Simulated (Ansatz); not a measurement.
The starting structures come from a database of crystals and need not be the phases stable at ambient conditions.

By PBEsol, the system below comes out a metal.

Crystal: InTe (Fm-3m, rock salt, not sure to be the ambient phase, 2 atoms a cell, 30.4 Å³ an atom, -2 GPa at this level); planes in its conventional cell.

Calculation: PBEsol (plane waves, PAW; Ansatz, a program for electronic structure).

G/A = (e²/h) × open channels of both spins per area, as a mean over 0.1 eV about the Fermi level, without spin-orbit coupling, for the cells as given.

```json
[
 {"plane": "(001)", "area (Å²)": "19.5", "G/A (10¹⁵ S/m²)": "0.57"},
 {"plane": "(110)", "area (Å²)": "27.5", "G/A (10¹⁵ S/m²)": "___"},
 {"plane": "(111)", "area (Å²)": "16.9", "G/A (10¹⁵ S/m²)": "___"}
]
```

### Question
Complete the blanks.

### Answer

- (110), G/A (10¹⁵ S/m²): 0.65
- (111), G/A (10¹⁵ S/m²): 0.66
